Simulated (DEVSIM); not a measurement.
Device: abrupt Ge p-n junction, at 300 K.

Layer 1 from the left is Ge, thickness (μm) 39.0, Na (cm⁻³) 5.3e15, τn (s) 6.5e-6, τp (s) 6.5e-6. Layer 2 from the left is Ge, thickness (μm) 41.0, Nd (cm⁻³) 2.6e15, τn (s) 6.5e-6, τp (s) 6.5e-6.

Left contact: ohmic. Right contact: ohmic. Voltage is applied to the left contact. Recombination: SRH at mid-gap. Mobility is μmin + (μ − μmin)/(1 + (N/Nref)^α).

Constants are typed, rounded textbook-type inputs, not results; the design itself was drawn at random and stands for no fabricated device. Values at 300 K.

Ge: gap (eV) 0.664, affinity (eV) 4, permittivity 16, Nc (cm⁻³) 1.04e19, Nv (cm⁻³) 6e18, μn (cm²/Vs) 3900, μp (cm²/Vs) 1900, μn,min 150, μp,min 100, Nref,n 2.6e17, Nref,p 4e17, αn 0.56, αp 0.6.

DEVSIM, 1D drift-diffusion, Boltzmann statistics, complete ionisation; no tunnelling, impact ionisation, image-force lowering or self-heating.

### Question
What does the simulation give for the dark forward voltage at 100 A/cm², the largest field in the device at zero bias, the potential step across the device at zero bias, the dark forward voltage at 1 A/cm²?

### Answer
dark forward voltage at 100 A/cm² 0.441 V; largest field in the device at zero bias 9300 V/cm; potential step across the device at zero bias 0.268 V; dark forward voltage at 1 A/cm² 0.194 V.
